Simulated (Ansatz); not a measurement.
Worked example: relaxation of cell and atoms of La2Zn5Pb (Cmcm, 16 atoms in the cell) in Ansatz (a program for electronic structure).

Level of theory: PBEsol-D3BJ, default PAW files made with PBE (plane waves; Ansatz).

```
La2Zn5Pb
1.0
    2.27750    -8.41865     0.00000
    2.27750     8.41865     0.00000
    0.00000     0.00000     9.17210
La Pb Zn
4 2 10
Direct
  0.20590   0.79410   0.25000
  0.79410   0.20590   0.75000
  0.00000   0.00000   0.00000
  0.00000   0.00000   0.50000
  0.55586   0.44414   0.25000
  0.44414   0.55586   0.75000
  0.81463   0.18537   0.10849
  0.18537   0.81463   0.60849
  0.18537   0.81463   0.89151
  0.81463   0.18537   0.39151
  0.65705   0.34295   0.01388
  0.34295   0.65705   0.51388
  0.34295   0.65705   0.98612
  0.65705   0.34295   0.48612
  0.39589   0.60411   0.25000
  0.60411   0.39589   0.75000
```

Reference input (self-consistent single point, DFT, PBEsol, plane waves, default PAW files made with PBE): basis.ecutwfc = 420 eV; kpoints.mp_grid.grid = 6 6 3; hamiltonian.xc = pbesol; hamiltonian.pseudopotentials = {kind: paw} (the program's default PAW files); scf.occupations.method = cold; scf.occupations.width = 0.1 eV. This run's input differs from it in these lines:

```diff
@@ -29,2 +29,3 @@
   xc: pbesol
+  dispersion: d3bj
   pseudopotentials: { kind: paw }
@@ -32,2 +33,4 @@
   occupations: { method: cold, width: 0.1 }
+relax:
+  cell: {}
 output:
```

Output, abridged:

```
   [... SCF lines of the steps left out ...]
relax step   1: F+E_penalty+E_count = -80976.89914310 eV  Δ(F+E_penalty+E_count) = +0.000e0 eV  max|allowed force component| = 3.134e-1 eV/Å  Δτ_max = 0.0000 Å  P = -5.474 GPa  Ω = 351.722 Å³  (10 SCF iters, dr2 threshold 1.00e-7 eV, accepted)
relax step   2: F+E_penalty+E_count = -80977.34824054 eV  Δ(F+E_penalty+E_count) = -4.491e-1 eV  max|allowed force component| = 2.855e-1 eV/Å  Δτ_max = 0.0714 Å  P = +2.518 GPa  Ω = 314.663 Å³  energy of the carried Pulay correction = +9.321e-3 eV  [...]
   [... lines left out ...]
relax step   6: F+E_penalty+E_count = -80977.46516468 eV  Δ(F+E_penalty+E_count) = -7.510e-5 eV  max|allowed force component| = 9.543e-4 eV/Å  Δτ_max = 0.0017 Å  P = -0.001 GPa  Ω = 323.863 Å³  energy of the carried Pulay correction = +6.911e-3 eV  [...]
relax step   7: F+E_penalty+E_count = -80977.45838368 eV  Δ(F+E_penalty+E_count) = +6.781e-3 eV  max|allowed force component| = 1.068e-3 eV/Å  Δτ_max = 0.0000 Å  P = -0.004 GPa  Ω = 323.863 Å³  stress off target by 6.75e-3 GPa  SCF on the basis [...]
basis re-selected at this cell: Δ(F+E_penalty+E_count) = +6.781e-3 eV, ΔP = -0.003 GPa vs the last step
the relaxation is at rest under the 8 symmetry operations that the run kept from its start: a minimum is not shown …
Stability not checked (fill_not_monotonic)
Free energy (F): -80977.458384 eV
Internal energy: -80977.452839 eV  (E = F + TS)
   [... lines left out ...]
Fermi energy:    12.004440 eV
  cell:  # Å, volume = 323.8630 Å³
   [... lines left out ...]
    - { symbol: Zn, position: [0.3395567668199151, 0.6604432331800849, 0.5124440641347573] }
    - { symbol: Zn, position: [0.3395567668199151, 0.6604432331800849, 0.9875559358652426] }
    - { symbol: Zn, position: [0.6604432331800849, 0.3395567668199151, 0.4875559358652427] }
    - { symbol: Zn, position: [0.3940665859829988, 0.6059334140170012, 0.25] }
    - { symbol: Zn, position: [0.6059334140170012, 0.3940665859829988, 0.75] }
```

The run converged. 

Summary of the result:
| Item | Value |
|---|---|
| Free energy E − TS (on the zero of these files) | -80977.4584 eV |
| Fermi level (on the code's own zero) | 12.00 eV |
| Pressure | 0.00 GPa |
| Largest force (vector length) | 0.001 eV/Å |
| Dispersion energy | -7.213 eV |
| Final cell | a = 8.4515 Å, b = 8.4515 Å, c = 8.9351 Å, α = 90.00°, β = 90.00°, γ = 149.51° |
| Final volume per atom | 20.24 Å³ |
| Relaxation steps | 7 |

The starting cell comes from a database of published, mostly measured structures (it also holds non-ambient and calculated ones), without a prior relaxation at this level. The relaxation keeps the symmetry of its start, so its end need not be a minimum. Ansatz's pressure includes its estimate of the finite-basis (Pulay) stress.

Cost on one core of a shared machine: roughly 10 min.

Keys are those of Ansatz 0.2.
